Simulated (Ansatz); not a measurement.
Output of an Ansatz run (abridged):

```
WARN ansatz: RAYON_NUM_THREADS=1 ignored (pool sized by the plan → 1); use --threads N
Pseudopotentials: kind: paw
Pseudopotential: Mg, paw, valence charge 10
Pseudopotential: S, paw, valence charge 6
Crystal: 2 atoms, lattice volume = 35.469 Å³
Basis set: ecut = 420 eV, 701 PW (Γ)
Bands: 12, of which v1, the nominal top of the filled ones, is band 8 counted from 1 (7 counted from 0)
Symmetry: 48 space group operations
Space group: Fm-3m (ITA 225), of the structure as read, at distance tolerance 3.3e-5 Å
k-points: 29 of 512
PAW frozen core: Mg, regenerated for the run's functional, and the local potential with it
PAW frozen core: S, regenerated for the run's functional, and the local potential with it
Initial density: superposition of atomic densities (neutral atoms: chi_scale 0, normalization atom), corrected by the library's trained network
Initial wavefunctions: pseudopotential atomic-orbital guess
Eigensolver: davidson
Functional: x = slater, c = lda
SCF iter   1: F=—  HF=-2774.163654 eV  |F-HF|=—  |Δ(HF+E_count)|=         —  Δρ=6.73e-3  dr2=9.66e-3  ethr=1.77e-3  ⟨swp⟩=6.3  Hψ=2087  notcnv=0
all-band conjugate gradients solve this SCF's bands
preconditioner: auto → none
SCF iter   2: F=—  HF=-2774.157914 eV  |F-HF|=—  |Δ(HF+E_count)|=   5.74e-3  Δρ=2.55e-3  dr2=1.21e-3  ethr=6.04e-5  ⟨swp⟩=2.4  Hψ=814  notcnv=0
SCF iter   3: F=—  HF=-2774.157335 eV  |F-HF|=—  |Δ(HF+E_count)|=   5.79e-4  Δρ=4.20e-4  dr2=3.99e-5  ethr=7.55e-6  ⟨swp⟩=2.0  Hψ=436  notcnv=0
SCF iter   4: F=—  HF=-2774.157323 eV  |F-HF|=—  |Δ(HF+E_count)|=   1.22e-5  Δρ=6.64e-5  dr2=1.39e-6  ethr=2.49e-7  ⟨swp⟩=1.9  Hψ=414  notcnv=0
iter 5 did not close the SCF: its close was put off for the readings that it lacked (scf_convergence_deferred on its scf_iter line)
SCF iter   5: F=-2774.157322 eV  HF=-2774.157322 eV  |F-HF|=1.46e-8  |Δ(HF+E_count)|=   5.69e-7  Δρ=9.67e-6  dr2=3.04e-8  ethr=8.66e-9  ⟨swp⟩=2.0  Hψ=463  notcnv=0
SCF iter   6: F=-2774.157322 eV  HF=-2774.157322 eV  |F-HF|=2.92e-9  |Δ(HF+E_count)|=   3.78e-9  Δρ=2.75e-6  dr2=3.69e-9  ethr=1.90e-10  ⟨swp⟩=2.1  Hψ=1155  notcnv=0
SCF 1 converged in 6 iterations: F = -2774.157322 eV  dr2 = 3.69e-9
SCF converged after 6 iterations
Free energy (F): -2774.157322 eV
Harris-Foulkes:  -2774.157322 eV  (|F-HF|=2.92e-9)
Internal energy: -2774.157322 eV  (E = F + TS)
E sigma→0 (E₀):  -2774.157322 eV
Fermi energy:    7.398380 eV
--- Per-component energies (eV) ---
  E_band       = -334.837798
  E_kinetic    = 185.430910
  E_local      = -1670.249790  (includes V_loc(G=0)·N_el)
  E_nonlocal   = 125.216100
  E_hartree    = 593.316728
  E_xc         = -126.483748
  E_vxc        = -127.036729  (∫ρ·V_xc dr)
  E_paw        = -840.412642  (= ΣΔE_a)
  E_vpaw       = -34.831587  (= ΣTr[D̂ρ^β])
  E_aug_tail   = 0.000001  (compensation charges beyond the density's cutoff)
  E_ewald      = -1041.278558
  E_core_change = 0.303677  (= ΣΔE_core)
  E_smearing   = -0.000000  (= −TS)
  E_closure    = -0.000000  (closes the sum)
  Σ components = -2774.157322   (vs F -2774.157322, Δ=0.00e0)
--- Forces (eV/Å), atoms counted from 1 ---
  atom   1  Mg    -0.00000000     0.00000000     0.00000000
  atom   2  S      0.00000000    -0.00000000     0.00000000
  max |Σ_I F_I| component: 3.35e-30 eV/Å
--- Stress (GPa, compression-positive) ---
       -3.763331       0.000000      -0.000000
       -0.000000      -3.763331      -0.000000
        0.000000      -0.000000      -3.763331
  P = ⅓ Tr σ = -3.7633 GPa (-37.633 kbar)
  The stress holds the Pulay correction. Without it, at fixed plane waves, as pw.x and ABINIT print it: P = -3.7723 GPa
--- Band table (eV; the first three rows and the last of 29) ---
  k-point 0: bands = ["-67.9203", "-35.3454", "-35.3454", "-35.3454", "-6.5069", "6.1055", "6.1055", "6.1055", "9.5317", "13.9073", "13.9073", "13.9073"]
  k-point 1: bands = ["-67.9203", "-35.3464", "-35.3455", "-35.3455", "-6.3547", "5.0318", "6.0050", "6.0050", "10.3571", "13.5843", "14.1477", "14.1477"]
  k-point 2: bands = ["-67.9202", "-35.3487", "-35.3458", "-35.3458", "-5.9427", "3.2646", "5.7863", "5.7863", "10.8449", "13.7363", "13.7363", "14.1923"]
  k-point 28: bands = ["-67.9199", "-35.3496", "-35.3496", "-35.3479", "-4.7769", "2.8661", "2.8661", "3.7122", "11.1493", "13.9048", "13.9048", "13.9274"]
```

The structure:

```xyz
2
Lattice="0.0000 2.6078 2.6078 2.6078 0.0000 2.6078 2.6078 2.6078 0.0000" Properties=species:S:1:pos:R:3 pbc="T T T"
Mg     0.0000     0.0000     0.0000
S      2.6078     2.6078     2.6078
```

Task: Write an input that gives this output.

Result: Other spellings and defaults could give the same log, and not every line can be read from it. The input that was run (DFT, LDA (PW92), plane waves, default PAW files made with PBE):

Ansatz 0.2 input:
```yaml
# MgS
crystal:
  lattice:
    - [0.000000, 2.607800, 2.607800]
    - [2.607800, 0.000000, 2.607800]
    - [2.607800, 2.607800, 0.000000]
  atoms:
    - { symbol: Mg, position: [0.000000, 0.000000, 0.000000] }
    - { symbol: S, position: [0.500000, 0.500000, 0.500000] }
basis:
  ecutwfc: 420.0
kpoints:
  mp_grid: { grid: [8, 8, 8] }
hamiltonian:
  xc: lda
  pseudopotentials: { kind: paw }
scf:
  occupations: { method: fermi_dirac, width: 0.05 }
output:
  forces: true
  eigenvalues: true
  stress: true
```

The starting cell has typed, rounded lattice constants, without a prior relaxation at this level. Its lattice was rescaled by up to half a per cent. With a pressure of about -4 GPa the cell is away from its equilibrium volume at this level. Ansatz's pressure includes its estimate of the finite-basis (Pulay) stress.

Ansatz is a program for electronic structure.
